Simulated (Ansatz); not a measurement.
Given:

```yaml
crystal:
  lattice:
    - [3.55802, 0.00000, 0.00000]
    - [0.00000, 3.55802, 0.00000]
    - [0.00000, 0.00000, 5.17186]
  atoms:
    - { symbol: Hf, position: [0.50000, 0.50000, 0.50000] }
    - { symbol: Hf, position: [0.00000, 0.00000, 0.00000] }
    - { symbol: O, position: [0.00000, 0.50000, 0.69721] }
    - { symbol: O, position: [0.00000, 0.50000, 0.19721] }
    - { symbol: O, position: [0.50000, 0.00000, 0.80279] }
    - { symbol: O, position: [0.50000, 0.00000, 0.30279] }
```

Space group of this cell: P4_2/nmc. The cell is taken as given; by PBEsol its mean pressure is 1.9 GPa.

Transport runs along the normal of the first two printed cell vectors, the (001) plane of the conventional cell.

The gap is the functional's own. No spin-orbit coupling. Mid-gap values are interpolated on the energy grid.

**Question.** State the band gap and the smallest decay constant κ at mid-gap according to PBEsol (Ansatz, a quantum-chemistry and plane-wave program).

**Answer.** Gap 4.64 eV on a 8×8×6 mesh; κ = 0.349 1/Å, at the zone centre.
